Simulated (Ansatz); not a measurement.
Results of revPBE in Ansatz (PAW) for L1₀ (CuAu-type) CuAu.

Numerical settings: plane-wave cutoff 520 eV, 20×20×16 k mesh (along the axes of the cell as run), Fermi–Dirac smearing 0.05 eV, no spin polarisation, scalar-relativistic PAW data made under PBE.

The cell is scaled about its equilibrium volume:

Shape and atoms are relaxed at each volume.

| V (Å³/atom) | P (GPa) | c (Å) | a (Å) |
|---|---|---|---|
| 14.728 | 5.82 | 3.627 | 2.850 |
| 15.035 | 2.72 | 3.660 | 2.866 |
| 15.342 | 0.00 | 3.692 | 2.883 |
| 15.649 | -2.39 | 3.724 | 2.899 |
| 15.956 | -4.48 | 3.755 | 2.915 |

Note: the bulk modulus comes from volumes at which shape and atoms were relaxed.

Ansatz is a program for electronic structure.
